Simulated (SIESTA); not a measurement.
## Input and output of a self-consistent single point for NiO2 (P-3m1, 3 atoms in the cell) (SIESTA)

Level of theory: LDA PW92, numerical atomic orbitals DZP, PseudoDojo LDA standard norm-conserving potentials (rewritten from UPF to PSML) run with SIESTA.

This input was run:

```
# files in the folder: Ni.psml O.psml (PseudoDojo LDA standard)
SystemName  NiO2
SystemLabel NiO2

NumberOfAtoms                3
NumberOfSpecies              2
%block ChemicalSpeciesLabel
  1 28 Ni
  2 8 O
%endblock ChemicalSpeciesLabel
LatticeConstant              1.0 Ang
%block LatticeVectors
     2.729930000    0.000000000    0.000000000
    -1.364965000    2.364189000    0.000000000
     0.000000000    0.000000000    4.504661000
%endblock LatticeVectors
AtomicCoordinatesFormat      Ang
%block AtomicCoordinatesAndAtomicSpecies
     0.000000000    0.000000000    2.252330500  1
     1.364966365    0.788062212    3.180470852  2
    -0.000001365    1.576126788    1.324190148  2
%endblock AtomicCoordinatesAndAtomicSpecies

XC.functional                LDA
XC.authors                   PW92
PAO.BasisSize                DZP
PAO.EnergyShift              0.01 Ry
MeshCutoff                   300 Ry
%block kgrid.MonkhorstPack
   11   0   0  0.0
    0  11   0  0.0
    0   0   6  0.0
%endblock kgrid.MonkhorstPack
OccupationFunction           FD
ElectronicTemperature        10 K

MaxSCFIterations             150
SCF.Mixer.Method             Pulay
SCF.Mixer.Weight             0.2
SCF.Mixer.History            6
SCF.DM.Tolerance             1.0E-05
Diag.ParallelOverK           true
WriteForces                  true
```

Output (repeated stretches shortened):

```
reinit: Reading from file input.fdf

reinit: System Name: NiO2
reinit: System Label: NiO2

coor:   Atomic-coordinates input format  =     Cartesian coordinates
coor:                                          (in Angstroms)

siesta: Atomic coordinates (Bohr) and species
siesta:      0.00000   0.00000   4.25629  1        1
siesta:      2.57941   1.48922   6.01022  2        2
siesta:     -0.00000   2.97845   2.50236  2        3

siesta: System type = bulk

initatomlists: Number of atoms, orbitals, and projectors:      3    45    44

siesta: ******************** Simulation parameters ****************************
redata: Spin configuration                          = none
redata: Time-Reversal Symmetry                      = T
redata: Number of Atomic Species                    =        2
redata: Mesh Cutoff                                 =   300.0000 Ry
redata: Net charge of the system                    =     0.0000 |e|
redata: Min. number of SCF Iter                     =        0
redata: Max. number of SCF Iter                     =      150
redata: SCF convergence failure will abort job
redata: SCF mix quantity                            = Hamiltonian
redata: Mix DM or H after convergence               =   F
redata: Recompute H after scf cycle                 =   F
redata: Mix DM in first SCF step                    =   T
redata: No kicks to SCF
redata: DM Mixing Weight for Kicks                  =     0.5000
redata: Require Harris convergence for SCF          =   F
redata: Harris energy tolerance for SCF             =     0.000100 eV
redata: Require DM convergence for SCF              =   T
redata: DM tolerance for SCF                        =     0.000010
redata: Require EDM convergence for SCF             =   F
redata: EDM tolerance for SCF                       =     0.001000 eV
redata: Require H convergence for SCF               =   T
redata: Hamiltonian tolerance for SCF               =     0.001000 eV
redata: Require (free) Energy convergence for SCF   =   F
redata: (free) Energy tolerance for SCF             =     0.000100 eV
redata: Using DFT-D3 dispersion                     =   F
redata: Using Saved Data (generic)                  =   F
redata: Method of Calculation                       = Diagonalization
redata: Electronic Temperature                      =    10.0000 K
redata: Number of TDED substeps                     =        3
redata: Dynamics option                             = Single-point calculation
redata: Save all siesta data in one NC              =   F
redata: ***********************************************************************

%block SCF.Mixers
  Pulay
%endblock SCF.Mixers

%block SCF.Mixer.Pulay
  # Mixing method
  method pulay
  variant stable

  # Mixing options
  weight 0.2000
  weight.linear 0.2000
  history 6
%endblock SCF.Mixer.Pulay

DM_history_depth set to one: no extrapolation allowed by default for geometry relaxation
Size of DM history Fstack: 1
Total number of electrons:    30.000000
Total ionic charge:    30.000000

* ProcessorY, Blocksize:    1  46

* Orbital distribution balance (max,min):    45    45

k-point displ. along   3 input, could be:     0.00    0.50
 Kpoints in:          396 . Kpoints trimmed:          369

siesta: k-grid: Number of k-points = 369
siesta: k-points from Monkhorst-Pack grid
siesta: k-cutoff (effective) =    13.514 Ang
siesta: k-point supercell and displacements
siesta: k-grid:    11     0     0      0.000
siesta: k-grid:     0    11     0      0.000
siesta: k-grid:     0     0     6      0.000

diag: Algorithm                                     = D&C
diag: Parallel over k                               =   F
diag: Use parallel 2D distribution                  =   F
diag: Parallel block-size                           = 46
diag: Parallel distribution                         =     1 x     1
diag: Used triangular part                          = Lower
diag: Absolute tolerance                            =  0.100E-15
diag: Orthogonalization factor                      =  0.100E-05
diag: Memory factor                                 =  1.0000

superc: Internal auxiliary supercell:     7 x     7 x     3  =     147
superc: Number of atoms, orbitals, and projectors:    441   6615   6468

                        Single-point calculation

superc: Internal auxiliary supercell:     7 x     7 x     3  =     147
superc: Number of atoms, orbitals, and projectors:    441   6615   6468

outcell: Unit cell vectors (Ang):
        2.729930    0.000000    0.000000
       -1.364965    2.364189    0.000000
        0.000000    0.000000    4.504661

outcell: Cell vector modules (Ang)   :    2.729930    2.729930    4.504661
outcell: Cell angles (23,13,12) (deg):     90.0000     90.0000    120.0000
outcell: Cell volume (Ang**3)        :     29.0734
new_DM -- step:     1
Initializing Density Matrix...

Attempting to read DM from file... Failed...
DM filled with atomic data:

InitMesh: MESH = 30 x 30 x 48 = 43200
InitMesh: Mesh cutoff (required, used) =   300.000   313.805 Ry

stepf: Fermi-Dirac step function

        iscf     Eharris(eV)        E_KS(eV)     FreeEng(eV)     dDmax    Ef(eV) dHmax(eV)
   scf:    1    -5355.544144    -5425.188485    -5425.188485  1.212456 -1.703780 38.140895
   scf:    2    -5452.710213    -5455.892552    -5455.892552  0.712393 -5.536720  3.380709
   scf:    3    -5456.287926    -5456.490633    -5456.490633  0.072783 -5.319451  2.209722
   scf:    4    -5455.882288    -5456.384784    -5456.384784  0.120252 -6.010861  2.897977
   scf:    5    -5455.806429    -5456.414629    -5456.414629  0.070276 -5.557950  2.701054
   scf:    6    -5456.601201    -5456.586327    -5456.586327  0.033497 -5.781984  0.076364
   scf:    7    -5456.580765    -5456.584095    -5456.584095  0.004071 -5.807813  0.324345
   scf:    8    -5456.586809    -5456.586530    -5456.586530  0.004103 -5.779917  0.005995
   scf:    9    -5456.586527    -5456.586530    -5456.586530  0.000152 -5.781279  0.006556
   scf:   10    -5456.586531    -5456.586531    -5456.586531  0.000103 -5.780721  0.000144
   scf:   11    -5456.586531    -5456.586531    -5456.586531  0.000002 -5.780737  0.000019

SCF Convergence by DM+H criterion
max |DM_out - DM_in|         :     0.0000016754
max |H_out - H_in|      (eV) :     0.0000194096
SCF cycle converged after 11 iterations

Using DM_out to compute the final energy and forces

siesta: E_KS(eV) =            -5456.5865

siesta: E_KS - E_eggbox =     -5456.5865

siesta: Atomic forces (eV/Ang):
     1    0.000000    0.000000   -0.000000
     2   -0.000024    0.000015    0.687801
     3    0.000024   -0.000015   -0.687801
   Tot    0.000000    0.000000    0.000000
   Max    0.687801
   Res    0.324233    sqrt( Sum f_i^2 / 3N )
   Max    0.687801    constrained

Stress tensor Voigt[x,y,z,yz,xz,xy] (kbar):      -80.28      -80.28       -8.57       -0.00        0.00        0.00
(Free)E + p*V (eV/cell)    -5455.5636
Target enthalpy (eV/cell)    -5456.5865

siesta: Program's energy decomposition (eV):
siesta: Ebs     =      -907.074942
siesta: Eions   =      7077.757997
siesta: Ena     =       512.393749
siesta: Ekin    =      2740.285508
siesta: Enl     =      -868.011791
siesta: Eso     =         0.000000
siesta: Edftu   =         0.000000
siesta: DEna    =        31.656238
siesta: DUscf   =         2.106332
siesta: DUext   =         0.000000
siesta: Ex      =      -732.479585
siesta: Ec      =       -64.778984
siesta: Exc     =      -797.258569
siesta: Eharris =     -5456.586531
siesta: Etot    =     -5456.586531
siesta: FreeEng =     -5456.586531

siesta: Atomic forces (eV/Ang):
siesta:      1    0.000000    0.000000   -0.000000
siesta:      2   -0.000024    0.000015    0.687801
siesta:      3    0.000024   -0.000015   -0.687801
siesta: ----------------------------------------
siesta:    Tot    0.000000    0.000000    0.000000

siesta: Stress tensor (static) (eV/Ang**3):
siesta:    -0.050106    0.000001    0.000001
siesta:     0.000001   -0.050105   -0.000001
siesta:     0.000001   -0.000001   -0.005347

siesta: Cell volume =         29.073400 Ang**3

siesta: Pressure (static):
siesta:                Solid            Molecule  Units
siesta:           0.00038322          0.00022380  Ry/Bohr**3
siesta:           0.03518590          0.02054814  eV/Ang**3
siesta:          56.37403065         32.92175140  kBar
```

The run converged in 11 iterations.

The starting cell comes from a database of computed structures (which also holds hypothetical and non-ambient phases and stackings), without a prior relaxation at this level. Its lattice was rescaled by a random factor within 2.5 % of one. Values carry the incompleteness of an atom-centred basis. With a pressure of about 6 GPa the cell is away from its equilibrium volume at this level.

Cost on one core of a shared machine: roughly 30 s.
